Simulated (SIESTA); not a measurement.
# SIESTA run on ZnP (P6_3mc, 4 atoms in the cell): self-consistent single point

Method: GGA PBEsol, numerical atomic orbitals TZP, PseudoDojo PBEsol standard norm-conserving potentials (rewritten from UPF to PSML) (SIESTA).

The input file:

```
# files in the folder: Zn.psml P.psml (PseudoDojo PBEsol standard)
SystemName  ZnP
SystemLabel znp

NumberOfAtoms                4
NumberOfSpecies              2
%block ChemicalSpeciesLabel
  1 30 Zn
  2 15 P
%endblock ChemicalSpeciesLabel
LatticeConstant              3.634660 Ang
%block LatticeVectors
     1.000000000    0.000000000    0.000000000
    -0.500000000    0.866025433    0.000000000
     0.000000000    0.000000000    1.902260459
%endblock LatticeVectors
AtomicCoordinatesFormat      Fractional
%block AtomicCoordinatesAndAtomicSpecies
     0.333333000    0.666667000    0.355840000  1
     0.666667000    0.333333000    0.855840000  1
     0.333333000    0.666667000    0.019160000  2
     0.666667000    0.333333000    0.519160000  2
%endblock AtomicCoordinatesAndAtomicSpecies

XC.functional                GGA
XC.authors                   PBEsol
PAO.BasisSize                TZP
PAO.EnergyShift              0.01 Ry
MeshCutoff                   300 Ry
%block kgrid.MonkhorstPack
   10   0   0  0.0
    0  10   0  0.0
    0   0   5  0.0
%endblock kgrid.MonkhorstPack
OccupationFunction           MP
OccupationMPOrder            0
ElectronicTemperature        0.2 eV

MaxSCFIterations             150
SCF.Mixer.Method             Pulay
SCF.Mixer.Weight             0.2
SCF.Mixer.History            8
SCF.DM.Tolerance             1.0E-05
Diag.ParallelOverK           true
WriteForces                  true
Charge.Mulliken              end
```

Output (repeated stretches shortened):

```
reinit: Reading from file input.fdf

reinit: System Name: ZnP
reinit: System Label: znp

coor:   Atomic-coordinates input format  =     Fractional

siesta: Atomic coordinates (Bohr) and species
siesta:     -0.00000   3.96554   4.64930  1        1
siesta:      3.43426   1.98277  11.18215  1        2
siesta:     -0.00000   3.96554   0.25034  2        3
siesta:      3.43426   1.98277   6.78319  2        4

siesta: System type = bulk

initatomlists: Number of atoms, orbitals, and projectors:      4    84    72

siesta: ******************** Simulation parameters ****************************
redata: Spin configuration                          = none
redata: Time-Reversal Symmetry                      = T
redata: Number of Atomic Species                    =        2
redata: Mesh Cutoff                                 =   300.0000 Ry
redata: Net charge of the system                    =     0.0000 |e|
redata: Min. number of SCF Iter                     =        0
redata: Max. number of SCF Iter                     =      150
redata: SCF convergence failure will abort job
redata: SCF mix quantity                            = Hamiltonian
redata: Mix DM or H after convergence               =   F
redata: Recompute H after scf cycle                 =   F
redata: Mix DM in first SCF step                    =   T
redata: No kicks to SCF
redata: DM Mixing Weight for Kicks                  =     0.5000
redata: Require Harris convergence for SCF          =   F
redata: Harris energy tolerance for SCF             =     0.000100 eV
redata: Require DM convergence for SCF              =   T
redata: DM tolerance for SCF                        =     0.000010
redata: Require EDM convergence for SCF             =   F
redata: EDM tolerance for SCF                       =     0.001000 eV
redata: Require H convergence for SCF               =   T
redata: Hamiltonian tolerance for SCF               =     0.001000 eV
   [... lines left out ...]
diag: Used triangular part                          = Lower
diag: Absolute tolerance                            =  0.100E-15
diag: Orthogonalization factor                      =  0.100E-05
diag: Memory factor                                 =  1.0000

superc: Internal auxiliary supercell:     5 x     5 x     3  =      75
superc: Number of atoms, orbitals, and projectors:    300   6300   5400

                        Single-point calculation

superc: Internal auxiliary supercell:     5 x     5 x     3  =      75
superc: Number of atoms, orbitals, and projectors:    300   6300   5400

outcell: Unit cell vectors (Ang):
        3.634660    0.000000    0.000000
       -1.817330    3.147708    0.000000
        0.000000    0.000000    6.914070

outcell: Cell vector modules (Ang)   :    3.634660    3.634660    6.914070
outcell: Cell angles (23,13,12) (deg):     90.0000     90.0000    120.0000
outcell: Cell volume (Ang**3)        :     79.1028
new_DM -- step:     1
Initializing Density Matrix...

Attempting to read DM from file... Failed...
DM filled with atomic data:

InitMesh: MESH = 36 x 36 x 80 = 103680
InitMesh: Mesh cutoff (required, used) =   300.000   361.508 Ry

stepf: Methfessel-Paxton step function
       Using Hermite-Gauss polynomials of order  0
        iscf     Eharris(eV)        E_KS(eV)     FreeEng(eV)     dDmax    Ef(eV) dHmax(eV)
   scf:    1   -11453.175210   -11646.927575   -11647.023676  1.139187 -0.405305 51.126431
   scf:    2   -11774.191471   -11740.601793   -11740.642765  0.670128 -2.949350  4.974509
   scf:    3   -11741.297020   -11740.994398   -11741.035816  0.072375 -3.057926  2.429063
   scf:    4   -11740.868393   -11741.025365   -11741.067917  0.117471 -3.327586  1.660823
   scf:    5   -11741.108752   -11741.095947   -11741.138369  0.057667 -3.350203  0.298216
   scf:    6   -11741.088429   -11741.092520   -11741.134823  0.007627 -3.345314  0.506173
   scf:    7   -11741.101116   -11741.098484   -11741.140825  0.013649 -3.354033  0.016650
   scf:    8   -11741.098482   -11741.098485   -11741.140833  0.000608 -3.355191  0.001309
   scf:    9   -11741.098475   -11741.098480   -11741.140832  0.000376 -3.355636  0.008319
   scf:   10   -11741.098486   -11741.098484   -11741.140833  0.000291 -3.355569  0.000876
   scf:   11   -11741.098485   -11741.098484   -11741.140833  0.000016 -3.355557  0.000422
   scf:   12   -11741.098484   -11741.098484   -11741.140833  0.000010 -3.355559  0.000098
SCF Convergence by DM+H criterion
max |DM_out - DM_in|         :     0.0000096183
max |H_out - H_in|      (eV) :     0.0000980243
SCF cycle converged after 12 iterations

Using DM_out to compute the final energy and forces

siesta: E_KS(eV) =           -11741.0985

siesta: E_KS - E_eggbox =    -11741.0985

siesta: Atomic forces (eV/Ang):
     1    0.000199   -0.000115   -0.030899
     2   -0.000199    0.000115   -0.030896
     3    0.000193   -0.000111    0.039785
     4   -0.000193    0.000111    0.039786
   Tot    0.000000    0.000000    0.017777
   Max    0.039786
   Res    0.020566    sqrt( Sum f_i^2 / 3N )
   Max    0.039786    constrained

Stress tensor Voigt[x,y,z,yz,xz,xy] (kbar):       47.56       47.91       43.05       -0.00       -0.00        0.31
(Free)E + p*V (eV/cell)   -11743.4206
Target enthalpy (eV/cell)   -11741.1408

siesta: Program's energy decomposition (eV):
siesta: Ebs     =     -1831.944270
siesta: Eions   =     13765.656030
siesta: Ena     =       659.484189
siesta: Ekin    =      5155.243862
siesta: Enl     =     -2551.184556
siesta: Eso     =         0.000000
siesta: Edftu   =         0.000000
siesta: DEna    =        72.467917
siesta: DUscf   =         7.927233
siesta: DUext   =         0.000000
siesta: Ex      =     -1237.741365
siesta: Ec      =       -81.639735
siesta: Exc     =     -1319.381100
siesta: Eharris =    -11741.098484
siesta: Etot    =    -11741.098484
siesta: FreeEng =    -11741.140833

siesta: Stress tensor (static) (eV/Ang**3):
siesta:     0.029684    0.000191   -0.000000
siesta:     0.000191    0.029905   -0.000000
siesta:    -0.000000   -0.000000    0.026872

siesta: Cell volume =         79.102826 Ang**3

siesta: Pressure (static):
siesta:                Solid            Molecule  Units
siesta:          -0.00031389         -0.00030630  Ry/Bohr**3
siesta:          -0.02882043         -0.02812310  eV/Ang**3
siesta:         -46.17542239        -45.05818135  kBar

mulliken: Atomic and Orbital Populations:

Species: Zn
Atom  Qatom  Qorb
               3s      4s      4s      4s      3py     3pz     3px     4py
               4pz     4px     3dxy    3dyz    3dz2    3dxz    3dx2-y2 3dxy
               3dyz    3dz2    3dxz    3dx2-y2 3dxy    3dyz    3dz2    3dxz
               3dx2-y2
   1 19.597   1.998   0.628  -0.885   0.981   2.006   2.010   2.006   0.332
              0.394   0.332   1.837   1.817   1.806   1.817   1.837   0.026

              0.016   0.017   0.016   0.026   0.100   0.121   0.137   0.121

              0.100
   2 19.597   1.998   0.628  -0.885   0.981   2.006   2.010   2.006   0.332
              0.394   0.332   1.837   1.817   1.806   1.817   1.837   0.026

              0.016   0.017   0.016   0.026   0.100   0.121   0.137   0.121

              0.100

Species: P
Atom  Qatom  Qorb
               3s      3s      3s      3py     3pz     3px     3py     3pz
               3px     3py     3pz     3px     3Pdxy   3Pdyz   3Pdz2   3Pdxz
               3Pdx2-y2
   3  5.403   1.214  -0.072   0.445   1.036   1.312   1.036  -0.143  -0.335
             -0.143   0.217   0.399   0.217   0.043   0.042   0.052   0.042

              0.043
   4  5.403   1.214  -0.072   0.445   1.036   1.312   1.036  -0.143  -0.335
             -0.143   0.217   0.399   0.217   0.043   0.042   0.052   0.042

              0.043

mulliken: Qtot =       50.000

Mulliken Atomic Populations:
Atom #   charge [q] valence [e]  Species
     1     0.403430   19.596570  Zn
     2     0.403430   19.596570  Zn
     3    -0.403430    5.403430  P
     4    -0.403430    5.403430  P
 Total    -0.000000
```

The run converged in 12 iterations.

The starting cell comes from a database of computed structures (which also holds hypothetical and non-ambient phases and stackings), without a prior relaxation at this level. Values carry the incompleteness of an atom-centred basis. With a pressure of about -5 GPa the cell is away from its equilibrium volume at this level. The run gives no clean gap (levels at the Fermi energy touch, overlap or are partly filled at this smearing), which alone does not show that the compound is a metal.

Cost on one core of a shared machine: roughly 40 s.
